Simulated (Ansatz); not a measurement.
PBE against PBEsol: hypothetical P-3m1 Cd3N2, tensor shear ε_yz = +0.89 %

The parent structure is Cd$_{3}$N$_{2}$ (space group P-3m1, No. 164; a = 3.707 Å, c = 6.599 Å; a hypothetical phase, not in the database extracts checked). Axes: x lies along a and z along c of the hexagonal cell.

(Cell as relaxed with PBE.)

Levels (all Ansatz, a first-principles code, PAW): PBE (420 eV, scalar-relativistic without spin-orbit coupling); PBEsol (420 eV, scalar-relativistic without spin-orbit coupling).

Each level relaxes its own structure.

```json
[
 {"base": "volume per atom", "PBE": "15.71 Å³", "PBEsol": "14.83 Å³"},
 {"base": "lattice parameter a", "PBE": "7.006 bohr", "PBEsol": "6.929 bohr"},
 {"base": "band gap", "PBE": "zero", "PBEsol": "zero"}
]
```

Now apply this change: a pure shear with ε_yz = ε_zy = 0.0089, atoms relaxed at fixed cell.

```csv
quantity,PBE,PBEsol
band gap,zero,?
"pressure (mean of the normal stresses, compression positive)",0.0 GPa,?
largest internal atomic displacement,0.025 Å,?
energy relative to the base (free energy F),+0.2 meV/atom,?
```

**Question.** Given the PBE results, estimate those of PBEsol.

**Answer.** 
- band gap, PBEsol: zero
- pressure (mean of the normal stresses, compression positive), PBEsol: 0.0 GPa
- largest internal atomic displacement, PBEsol: 0.022 Å
- energy relative to the base (free energy F), PBEsol: +0.3 meV/atom

The two agree on the band gap and pressure. Neither level is exact; PBEsol is the comparison here, not a measurement.

The cells carry an imposed strain or load. Stability against distortions was not tested. The final runs are not spin-polarised. A zero or small gap of Cd3N2 can be the functional's error rather than a property of the material.
